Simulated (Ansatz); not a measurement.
The parent structure is SiC (space group Pm-3n, No. 223; a = 5.357 Å; a hypothetical phase, not in the database extracts checked). Axes: x, y, z lie along the cube axes.

Method: PBE (Ansatz, a quantum-chemistry and plane-wave program), no spin-orbit coupling.

A first run, uniaxial strain ε_zz = −1.31 %, gives secant values C11 ≈ 390 GPa and C12 ≈ 62 GPa from its stress. A second run applies isotropic strain +2.54 %.

### Question
What does linear elasticity predict for the bulk modulus −ΔP/(ΔV/V₀) in the second run, and what does the run give?

### Answer
Linear elasticity: (C11 + 2 C12)/3 = 170 GPa. The run gives 140 GPa; any difference comes from nonlinear terms at these strains and numerical noise.

Whether these cells are dynamically stable was not tested.
